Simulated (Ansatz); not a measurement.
# Relaxation of cell and atoms of ZnCo2O4 (I4_1/amd, 14 atoms in the cell) at several settings

```yaml
crystal:
  lattice:
    - [-2.78920, 2.78920, 3.95175]
    - [2.78920, -2.78920, 3.95175]
    - [2.78920, 2.78920, -3.95175]
  atoms:
    - { symbol: Zn, position: [0.75000, 0.25000, 0.50000] }
    - { symbol: Zn, position: [0.00000, 0.00000, 0.00000] }
    - { symbol: Co, position: [0.37500, 0.12500, 0.75000] }
    - { symbol: Co, position: [0.87500, 0.62500, 0.25000] }
    - { symbol: Co, position: [0.37500, 0.62500, 0.25000] }
    - { symbol: Co, position: [0.37500, 0.62500, 0.75000] }
    - { symbol: O, position: [0.13922, 0.86125, 0.72203] }
    - { symbol: O, position: [0.61125, 0.38922, 0.22203] }
    - { symbol: O, position: [0.13922, 0.41719, 0.27797] }
    - { symbol: O, position: [0.16719, 0.38922, 0.77797] }
    - { symbol: O, position: [0.61078, 0.83281, 0.22203] }
    - { symbol: O, position: [0.13875, 0.86078, 0.27797] }
    - { symbol: O, position: [0.61078, 0.38875, 0.77797] }
    - { symbol: O, position: [0.58281, 0.86078, 0.72203] }
```

Base: LDA (PW92), default PAW files made with PBE run with Ansatz (a program for electronic structure). Its settings: kpoints.mp_grid.grid = 7 7 7; hamiltonian.xc = lda; hamiltonian.pseudopotentials = {kind: paw} (the program's default PAW files); scf.occupations.method = methfessel_paxton; scf.occupations.width = 0.02 Ry. Starting volume 8.78 Å³ per atom.

Each line gives the change from the base single point and the result:

- relax: default → cell and atoms: pressure 0.01 GPa; final cell a = b = c = 5.6210 Å, α = β = 120.00°, γ = 90.00°; final volume per atom 8.97 Å³; relaxation steps 7; free energy against the base single point -3.1 meV/atom.
- relax: default → cell and atoms; relax.cell.p_target: default → -2 GPa: pressure -1.98 GPa; final cell a = b = c = 5.636 Å, α = β = 120.00°, γ = 90.00°; final volume per atom 9.04 Å³; relaxation steps 7; free energy against the base single point -2.7 meV/atom.

The starting cell comes from a database of computed structures (which also holds hypothetical and non-ambient phases and stackings), without a prior relaxation at this level. Its lattice was rescaled by a random factor within 2.5 % of one. Spin polarisation is off, so a magnetic state, if there is one, cannot be reached. Ansatz's pressure includes its estimate of the finite-basis (Pulay) stress.

Left out of this page: 1 run of the series unsound by tests on forces, stress, charge or solver warnings.

Keys are those of Ansatz 0.2.
